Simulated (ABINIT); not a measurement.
Input and output of a self-consistent single point for HgPt3 (Cmmm, 4 atoms in the cell) (ABINIT).

Method of the run: LDA (PW92), PAW (JTH v2.0 LDA PAW) (plane waves; ABINIT).

The change in words: lattice scaled by 0.98. Reference geometry:
```yaml
crystal:
  lattice:
    - [2.98345, -4.06675, 0.00000]
    - [2.98345, 4.06675, 0.00000]
    - [0.00000, 0.00000, 2.97454]
  atoms:
    - { symbol: Hg, position: [0.00000, 0.00000, 0.00000] }
    - { symbol: Pt, position: [0.50000, 0.50000, 0.00000] }
    - { symbol: Pt, position: [0.00000, 0.50000, 0.50000] }
    - { symbol: Pt, position: [0.50000, 0.00000, 0.50000] }
```

Reference input (self-consistent single point, DFT, LDA (PW92), plane waves, PAW (JTH v2.0 LDA PAW)): pseudos = [Hg.LDA_PW-JTH.xml, Pt.LDA_PW-JTH.xml]; ecut = 571 eV; pawecutdg = 1143 eV; pawxcdev = 0; occopt = 7; tsmear = 0.2 eV; ngkpt = 6 6 9; nshiftk = 1; shiftk = 0 0 0; potentials = JTH v2.0 LDA PAW; nband = 28; kptopt = 1. This run's input differs from it in these lines:

```diff
@@ -3,6 +3,6 @@
 pseudos "Hg.LDA_PW-JTH.xml, Pt.LDA_PW-JTH.xml"
-acell 9.5313040496 9.5313040496 5.6210753954
+acell 9.3406778691 9.3406778691 5.5086536985
 rprim
-         0.5915145784   -0.8062943033    0.0000000000
-         0.5915145784    0.8062943033    0.0000000000
+         0.5915145887   -0.8062942957    0.0000000000
+         0.5915145887    0.8062942957    0.0000000000
          0.0000000000    0.0000000000    1.0000000000
@@ -14,5 +14,5 @@
          0.0000000000    0.0000000000    0.0000000000
-         5.6379052962    0.0000000000    0.0000000000
-         2.8189526481    3.8425180792    2.8105376977
-         2.8189526481   -3.8425180792    2.8105376977
+         5.5251472281    0.0000000000    0.0000000000
+         2.7625736141    3.7656676420    2.7543268492
+         2.7625736141   -3.7656676420    2.7543268492
 ecut 571 eV
```

Output (repeated stretches shortened):

```
--- !BeginCycle
solver: {iscf: 17, nstep: 80, nline: 4, wfoptalg: 10, }
tolerances: {toldfe: 1.00E-09, }
...

     iter   Etot(hartree)      deltaE(h)  residm     nres2
 ETOT  1  -123.54777818229    -1.235E+02 2.317E-01 4.318E+01
 ETOT  2  -124.11027952131    -5.625E-01 5.972E-02 3.557E+01
 ETOT  3  -123.95572770619     1.546E-01 3.607E-02 8.894E+00
 ETOT  4  -123.97336829615    -1.764E-02 6.218E-03 6.441E+00
 ETOT  5  -123.97954002612    -6.172E-03 4.939E-03 8.106E+00
   [... 23 lines left out ...]
 ETOT 29  -123.94808547358     7.047E-09 1.520E-05 1.207E-07
 ETOT 30  -123.94808548090    -7.321E-09 7.381E-06 2.845E-07
 ETOT 31  -123.94808548075     1.504E-10 8.067E-06 3.072E-08
 ETOT 32  -123.94808548108    -3.272E-10 4.134E-06 6.229E-10
 At SCF step   32, etot is converged :
  for the second time, diff in etot=  3.272E-10 < toldfe=  1.000E-09

 Cartesian components of stress tensor (hartree/bohr^3)
  sigma(1 1)=  5.06979973E-04  sigma(3 2)=  0.00000000E+00
  sigma(2 2)=  5.37157250E-04  sigma(3 1)=  0.00000000E+00
  sigma(3 3)=  5.79096681E-04  sigma(2 1)=  0.00000000E+00

 ----iterations are completed or convergence reached----

 reduced coordinates (array xred) for    4 atoms
       0.000000000000      0.000000000000      0.000000000000
       0.500000000000      0.500000000000      0.000000000000
       0.000000000000      0.500000000000      0.500000000000
       0.500000000000      0.000000000000      0.500000000000
 cartesian forces (eV/Angstrom) at end:
    1     -0.00000000000000    -0.00000000000000    -0.00000000000000
   [... lines left out ...]
 Fermi (or HOMO) energy (hartree) =   0.27304   Average Vxc (hartree)=  -0.44153
 Fermi (or HOMO) energy (eV) =   7.42970   Average Vxc (eV)= -12.01463
   [... lines left out ...]
'-kT*entropy'       : -2.82748837444994E-03
total_energy        : -1.23948094198068E+02
total_energy_eV     : -3.37279916993906E+03
...

-Cartesian components of stress tensor (GPa)         [Pressure= -1.5919E+01 GPa]
- sigma(1 1)=  1.49158633E+01  sigma(3 2)=  0.00000000E+00
- sigma(2 2)=  1.58037092E+01  sigma(3 1)=  0.00000000E+00
- sigma(3 3)=  1.70376097E+01  sigma(2 1)=  0.00000000E+00

 Calculation completed.
```

The run converged in 32 iterations. Against the reference run the free energy drops by 133 meV/atom and the pressure goes from -23.73 to -15.92 GPa.

The starting cell comes from a database of computed structures (which also holds hypothetical and non-ambient phases and stackings), without a prior relaxation at this level. Its lattice was rescaled by a random factor within 2.5 % of one. For this run, on top of that: lattice scaled by 0.98. Spin polarisation is off. With a pressure of about -16 GPa the cell is away from its equilibrium volume at this level.

Cost on one core of a shared machine: roughly 8 min.
